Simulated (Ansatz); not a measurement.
Crystal: C (Fd-3m, diamond, 2 atoms a cell, 5.6 Å³ an atom); planes in its conventional cell.

The numbers are results of r2SCAN (plane waves, PAW; Ansatz, a quantum-chemistry and plane-wave program), not measurements.

The gap is the functional's own. No spin-orbit coupling. Mid-gap values are interpolated on the energy grid.

| plane | area of the cell (Å²) | mid-gap κ (1/Å) | largest κ in the gap (1/Å) |
|---|---|---|---|
| (110) | 9.0 | 0.27 | 0.28 |
| (001) | 6.3 | … | … |
| (111) | 5.5 | … | 0.27 |

Question: The slowest decay depends on the direction. Supply the withheld values.

Answer: 
- (001), mid-gap κ (1/Å): 0.30
- (001), largest κ in the gap (1/Å): 0.31
- (111), mid-gap κ (1/Å): 0.25
